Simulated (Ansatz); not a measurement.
TiO2: isotropic strain −0.60 %

Base system: TiO₂ in the rutile structure (space group P4_2/mnm, No. 136; a = 4.591 Å, c = 2.939 Å).

One thing is altered: the cell is scaled by 0.9940 in all directions; the atoms relax in the strained cell.

All numbers come from PBEsol (Ansatz, a first-principles code; PAW; 420 eV plane waves; no spin-orbit coupling). k-mesh 7×7×11 (Γ-centred); smearing 0.05 eV (Fermi–Dirac).

| quantity | base | changed | shift |
|---|---|---|---|
| volume per atom | 10.33 Å³ | 10.14 Å³ | -0.185 Å³ |
| space group | P4_2/mnm (No. 136) | P4_2/mnm (No. 136) | – |
| shortest interatomic distance | 1.942 Å | 1.933 Å | -0.009 Å |
| energy relative to the base (free energy F) | 0 meV/atom | +2.5 meV/atom | +2.5 meV/atom |
| pressure (mean of the normal stresses, compression positive) | 0.00 GPa | 4.38 GPa | +4.38 GPa |
| band gap | 1.87 eV | 1.89 eV | +0.02 eV |
| gap character | direct at Γ | direct at Γ | – |
| mean gap deformation potential ΔEg/Δln V | – | -0.9 eV | – |
| width of the top valence band | 1.65 eV | 1.68 eV | +0.03 eV |
| electron mass | 0.54 mₑ along c, 1.1 mₑ across (at Γ) | 0.53 mₑ along c, 1.1 mₑ across (at Γ) | – |
| valence-band top at Γ (three highest levels, from the VBM) | 0.00, -0.45, -0.45 eV | 0.00, -0.47, -0.47 eV | – |

Masses are band curvatures over ±0.01 Å⁻¹ around the edge. No phonon test of stability was made. The final runs are not spin-polarised.
